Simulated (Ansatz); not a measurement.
Take MoTe$_{2}$ (space group P6_3/mmc, No. 194; a = 3.4966 Å, c = 13.6959 Å; layered, stacked along the Cartesian z axis) as the base.

Structures relaxed with Kohn–Sham DFT with the PBE-D3(BJ) functional, run in Ansatz (an electronic-structure program) with PAW and 420 eV plane waves, scalar-relativistic without spin-orbit coupling.

Base:

Simulated powder pattern, Cu Kα1, λ = 1.54056 Å (kinematic, ideal powder, no thermal factors, no anomalous dispersion; the 10 strongest lines at most, above 2 %, up to 2θ = 90°):

| 2θ (°) | I/Imax (%) | hkl |
|---|---|---|
| 12.92 | 17 | (002) |
| 26.00 | 12 | (004) |
| 29.47 | 38 | (100) |
| 35.55 | 100 | (103) |
| 44.57 | 31 | (105) |
| 52.28 | 29 | (110) |
| 64.82 | 17 | (203) |
| 78.06 | 16 | (118) |
| 83.97 | 11 | (1 0 11) |
| 87.87 | 15 | (213) |

Modification: the cell is scaled by 0.9760 in all directions, atoms relaxed at fixed cell.

After the change:

Simulated powder pattern, Cu Kα1, λ = 1.54056 Å (kinematic, ideal powder, no thermal factors, no anomalous dispersion; the 10 strongest lines at most, above 2 %, up to 2θ = 90°):

```
2θ (°)  d (Å)  I/Imax (%)       hkl
------  -----  ----------  --------
13.24   6.684          10     (002)
26.65   3.342        10.0     (004)
30.21   2.956          35     (100)
36.45   2.463         100     (103)
45.72   1.983          20     (105)
53.67   1.706          27     (110)
66.62   1.403          17     (203)
69.31   1.355         9.0     (116)
80.36   1.194          12     (118)
86.53   1.124          10  (1 0 11)
```

The indices refer to the base's conventional cell; one index is shown for lines that coincide.

The cells carry an imposed strain or load. Whether these cells are dynamically stable was not tested. The D3 term's C6 switches between coordination references near this geometry, which can add small steps to energies.
